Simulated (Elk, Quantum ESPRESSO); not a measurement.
An Elk input for a self-consistent single point of Li (Im-3m, 1 atom in the cell) (DFT, PBEsol, all-electron FP-LAPW, Elk's shipped species files, APW+lo basis with extra local orbitals):

```
tasks
  0

xctype
  22

rgkmax
  7.5

gmaxvr
  16.0

nxlo
  2

lorbcnd
  .true.

lmaxi
  2

stype
  0

swidth
  0.00499791

avec
   -3.1765596956    3.1765596956    3.1765596956
    3.1765596956   -3.1765596956    3.1765596956
    3.1765596956    3.1765596956   -3.1765596956

atoms
  1   : nspecies
  'Li.in'   : spfname
  1   : natoms; atposl, bfcmt below
  0.0000000000  0.0000000000  0.0000000000    0.0 0.0 0.0

ngridk
  11 11 11
```

Task: Give the Quantum ESPRESSO input for the same structure, mesh, smearing and functional.

Result: One input that does it (others would too):

```fortran
&control
    calculation = 'scf'
    outdir = './tmp/'
    pseudo_dir = './'
    tprnfor = .true.
    tstress = .true.
/
&system
    ibrav = 0
    nat = 1
    ntyp = 1
    ecutwfc = 40
    ecutrho = 200
    occupations = 'smearing'
    smearing = 'gaussian'
    degauss = 0.0099958
/
&electrons
    conv_thr = 1.0d-10
/
ATOMIC_SPECIES
Li     6.9400  li_pbesol_v1.4.uspp.F.UPF
CELL_PARAMETERS bohr
  -3.176559696     3.176559696     3.176559696
   3.176559696    -3.176559696     3.176559696
   3.176559696     3.176559696    -3.176559696
ATOMIC_POSITIONS crystal
Li    0.000000000    0.000000000    0.000000000
K_POINTS automatic
11 11 11  0 0 0
```

Basis, cutoffs, solver keys and any potentials are the target program's own. This input uses DFT, PBEsol, plane waves, GBRV 1.5 ultrasoft (PBESOL) pseudopotentials.

The starting cell comes from a database of computed structures (which also holds hypothetical and non-ambient phases and stackings), without a prior relaxation at this level. Its lattice was rescaled by a random factor within 2.5 % of one.
